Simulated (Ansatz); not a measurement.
GaAs, pressure series

Consider GaAs in the zinc blende structure (space group F-43m, No. 216).

```
CELL_PARAMETERS angstrom
      0.00000     2.83278     2.83278
      2.83278     0.00000     2.83278
      2.83278     2.83278     0.00000
ATOMIC_POSITIONS crystal
  As 0.75000 0.75000 0.75000
  Ga 0.00000 0.00000 0.00000
```

Cell and atoms are relaxed at each pressure.

Levels (all Ansatz, a program for electronic structure, PAW, earlier PAW set): r2SCAN (500 eV, spin-orbit coupling left out); HSE06 (420 eV, no SOC); HSE06+SOC (420 eV, spin-orbit coupling included).

Band gaps by level, all at the geometries relaxed with r2SCAN:

```
case               r2SCAN    HSE06  HSE06+SOC
----------------  -------  -------  ---------
base              0.97 eV  1.37 eV    1.25 eV
pressure −2 GPa   0.73 eV  1.12 eV    1.00 eV
pressure −1 GPa   0.86 eV  1.25 eV    1.13 eV
pressure 1.8 GPa  1.16 eV  1.57 eV    1.45 eV
pressure 4.2 GPa  1.39 eV  1.81 eV    1.69 eV
pressure 30 GPa   1.23 eV  1.51 eV    1.38 eV
pressure 45 GPa   1.03 eV  1.31 eV    1.17 eV
pressure 60 GPa   0.85 eV  1.12 eV    0.98 eV
```

Single points use the geometry relaxed with r2SCAN. HSE06 gaps are upper bounds (no full band path). Differences between runs with and without spin-orbit coupling are approximate. Load acts through the strain it causes; cell and atoms are relaxed under it. No phonon test of stability was made. Measured, GaAs leaves this structure (for a Cmcm phase) near 15 GPa (room temperature; as listed in arXiv:1906.07825).
